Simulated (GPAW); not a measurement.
**A series of runs on K₂RhAuF₆ (Fm-3m, 10 atoms in the cell)**

```cif
data_AuF6K2Rh
_chemical_formula_sum 'K2 Rh1 Au1 F6'
_space_group_name_H-M_alt 'P 1'
_space_group_IT_number 1
_cell_length_a 6.23992
_cell_length_b 6.23992
_cell_length_c 6.23992
_cell_angle_alpha 60.000
_cell_angle_beta 60.000
_cell_angle_gamma 60.000
loop_
_space_group_symop_operation_xyz
  'x, y, z'
loop_
_atom_site_label
_atom_site_type_symbol
_atom_site_fract_x
_atom_site_fract_y
_atom_site_fract_z
_atom_site_occupancy
K1 K 0.75000 0.75000 0.75000 1
K2 K 0.25000 0.25000 0.25000 1
Rh1 Rh 0.00000 0.00000 0.00000 1
Au1 Au 0.50000 0.50000 0.50000 1
F1 F 0.76927 0.23073 0.23073 1
F2 F 0.23073 0.76927 0.76927 1
F3 F 0.23073 0.76927 0.23073 1
F4 F 0.76927 0.23073 0.76927 1
F5 F 0.23073 0.23073 0.76927 1
F6 F 0.76927 0.76927 0.23073 1
```

Base run A: PBEsol, GPAW PAW datasets PBEsol (made by gpaw-setup) (GPAW 25.7.0), self-consistent single point.

Its settings: mode = pw; ecut = 900 eV; xc = PBEsol; kpts = 3 3 3; mesh shift (steps) = 0 0 0; occupations.name = methfessel-paxton; occupations.width = 0.02 eV; occupations.order = 0; nbands = -6; convergence.forces = 0.001 eV/Å; convergence.bands = -4; symmetry.symmorphic = false; symmetry.tolerance = 0.0005; maxiter = 120.

The starting cell comes from a database of computed structures (which also holds hypothetical and non-ambient phases and stackings), without a prior relaxation at this level. Spin-orbit coupling is off.

ΔF is the free energy per atom less that of run A. A dash stands where there is no value to compare (another energy zero or no entropy term, no result, no spin, no clean gap, or a mesh too coarse for one). 

```json
[
 {"run": "A", "mixer.beta, mixer.nmaxold": "default, default", "ΔF (meV/atom)": "0.00", "largest force (eV/Å)": "0.170", "gap on the mesh (eV)": "0.763", "iterations": "28", "ending": "converged"},
 {"run": "B", "mixer.beta, mixer.nmaxold": "0.05, 1", "ΔF (meV/atom)": "–", "largest force (eV/Å)": "–", "gap on the mesh (eV)": "–", "iterations": "120", "ending": "not converged"},
 {"run": "C", "mixer.beta, mixer.nmaxold": "0.05, 2", "ΔF (meV/atom)": "0.00", "largest force (eV/Å)": "0.177", "gap on the mesh (eV)": "0.763", "iterations": "49", "ending": "converged"},
 {"run": "D", "mixer.beta, mixer.nmaxold": "0.05, 3", "ΔF (meV/atom)": "0.00", "largest force (eV/Å)": "0.171", "gap on the mesh (eV)": "0.763", "iterations": "25", "ending": "converged"},
 {"run": "E", "mixer.beta, mixer.nmaxold": "0.05, 8", "ΔF (meV/atom)": "0.00", "largest force (eV/Å)": "0.170", "gap on the mesh (eV)": "0.763", "iterations": "27", "ending": "converged"},
 {"run": "F", "mixer.beta, mixer.nmaxold": "0.05, 12", "ΔF (meV/atom)": "0.00", "largest force (eV/Å)": "0.170", "gap on the mesh (eV)": "0.763", "iterations": "27", "ending": "converged"},
 {"run": "G", "mixer.beta, mixer.nmaxold": "0.05, 16", "ΔF (meV/atom)": "0.00", "largest force (eV/Å)": "0.170", "gap on the mesh (eV)": "0.763", "iterations": "24", "ending": "converged"}
]
```

Runs C, D, E, F, G gave the same state as A (within 1 meV/atom). Runs B gave no result. The fewest iterations to that state were 24 (G); the most were 49.
